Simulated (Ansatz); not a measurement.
## A computed series for GaSb: alloy series

Take GaSb in the zinc blende structure (space group F-43m, No. 216) as the base.

```xyz
2
Lattice="0.0000 3.0662 3.0662 3.0662 0.0000 3.0662 3.0662 3.0662 0.0000" Properties=species:S:1:pos:R:3 pbc="T T T"
Sb     4.5993     4.5993     4.5993
Ga     0.0000     0.0000     0.0000
```

The other end (x = 1) is GaP in the zinc blende structure (space group F-43m, No. 216): 20.25 Å³/atom, gap 1.85 eV.

P replaces a fraction x of Sb; each row is one arrangement (x, atoms in the cell, starting space group or random), fully relaxed.

Computed with r2SCAN (Ansatz, a first-principles code), without spin-orbit coupling.

Candidates:
(a) x(P) = 0.333, 6 atoms, P3m1
(b) x(P) = 0.5, 4 atoms, R3m
(c) x(P) = 0.5, 8 atoms, P-4m2
(d) x(P) = 0.25, 8 atoms, Amm2

For the base:

The shortest interatomic distance is 2.655 Å.

Order them by shortest interatomic distance, lowest first.

(b) x(P) = 0.5, 4 atoms, R3m (2.356 Å), (a) x(P) = 0.333, 6 atoms, P3m1 (2.361 Å), (c) x(P) = 0.5, 8 atoms, P-4m2 (2.421 Å), (d) x(P) = 0.25, 8 atoms, Amm2 (2.426 Å)

These are small ordered cells, not random alloys; other orderings at the same x differ. Spin-orbit coupling, missing from the scalar runs, can matter with Sb. No phonon test of stability was made. The final runs are not spin-polarised.
